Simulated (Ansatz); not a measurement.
The starting structures come from a database of crystals and need not be the phases stable at ambient conditions.

Consider the following.

```yaml
crystal:
  lattice:
    - [3.56362, 0.00000, 0.00000]
    - [0.00000, 5.92910, 0.00000]
    - [0.00000, 0.00000, 6.99178]
  atoms:
    - { symbol: Ca, position: [0.75000, 0.24907, 0.88814] }
    - { symbol: Ca, position: [0.25000, 0.75093, 0.11186] }
    - { symbol: Ca, position: [0.25000, 0.25093, 0.38814] }
    - { symbol: Ca, position: [0.75000, 0.74907, 0.61186] }
    - { symbol: F, position: [0.75000, 0.47858, 0.16574] }
    - { symbol: F, position: [0.25000, 0.52142, 0.83426] }
    - { symbol: F, position: [0.25000, 0.02142, 0.66574] }
    - { symbol: F, position: [0.75000, 0.97858, 0.33426] }
    - { symbol: F, position: [0.25000, 0.64349, 0.42648] }
    - { symbol: F, position: [0.75000, 0.35651, 0.57352] }
    - { symbol: F, position: [0.75000, 0.85651, 0.92648] }
    - { symbol: F, position: [0.25000, 0.14349, 0.07352] }
```

Space group of this cell: Pnma. The cell is taken as given.

These are r2SCAN (plane waves, PAW; Ansatz, a quantum-chemistry and plane-wave program) values and carry that method's errors.

The current runs along the normal of the first two printed vectors; no spin-orbit coupling. Scaled by the factor s: both lengths across the current (ions clamped). The meshes follow the cell: 10×6×6 and 10×6 across at s = 0.98, 8×6×6 and 8×6 across at s = 1.00, 8×6×6 and 8×6 across at s = 1.02.

| s | mean pressure (GPa) | slowest mid-gap decay constant κ (1/Å) |
|---|---|---|
| 0.98 | 3.7 | ? |
| 1.00 | -0.5 | 0.585 |
| 1.02 | -3.8 | 0.577 |

**Question.** Take the slope of the slowest mid-gap decay constant κ against ln s from the two given rows, extrapolate to s = 0.98, and say what the run there gives.

**Answer.** Slope = (0.577 − 0.585) / ln 1.02 = -0.404 1/Å. The line gives 0.585 + (-0.404) × ln 0.98 = 0.593 1/Å. The run gives 0.594 1/Å, 0.001 1/Å over the line, 10 % of the predicted step.
